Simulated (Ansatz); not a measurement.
Amorphous Al32O24N16, 72 atoms at 3.18 g/cm³, one PBE-relaxed geometry, zone centre. Methods: PBE, scalar-relativistic without spin-orbit coupling (Ansatz, a program for electronic structure); r2SCAN, scalar-relativistic without spin-orbit coupling (Ansatz); HSE06, scalar-relativistic without spin-orbit coupling (Ansatz). Plane waves to 420 eV (r2SCAN 500 eV); exact exchange is cut at the cell's faces. All rungs ran without spin polarisation.

The cell was made by melting and quenching with the CHGNet potential and then relaxed with DFT. O and N atoms were pushed apart under 1.9 Å during the dynamics, to hinder bonds among them. The hot cell started wider than the set density and was brought back towards it in steps. It is the lowest in DFT energy of 2 quenches. It is a model cell: composition and starting density were chosen by hand, and all elements were melted together. No dispersion term was used. A short ab initio anneal came between quench and relaxation. Its density started from a set value of 3.14 and ended at 3.18 g/cm³. The simulated quench (nominally 88 K/ps over its main leg) is rapid and tends to freeze in more defects than a deposited or slowly cooled glass has. A cell of this size samples the disorder only roughly. The volume was free in the relaxation, at fixed shape. Stress components on the final sampling reach 2.2 GPa.

The relaxation ran on the zone centre alone. At PBE the gap is 2.39 eV on a 2×2×2 Γ-centred mesh, and the spacing at the zone centre alone 2.38 eV.

Question: What zone-centre spacing does r2SCAN give, roughly?

Answer: 2.91 eV (+0.52 eV against PBE).

Question: What zone-centre spacing does HSE06 give, roughly?

Answer: 3.73 eV (+1.34 eV against PBE).

The highest filled and the lowest empty state spread over these numbers of atoms (participation numbers): PBE: 6.2 and 42.1; r2SCAN: 6.1 and 39.3; HSE06: 6.2 and 37.7.
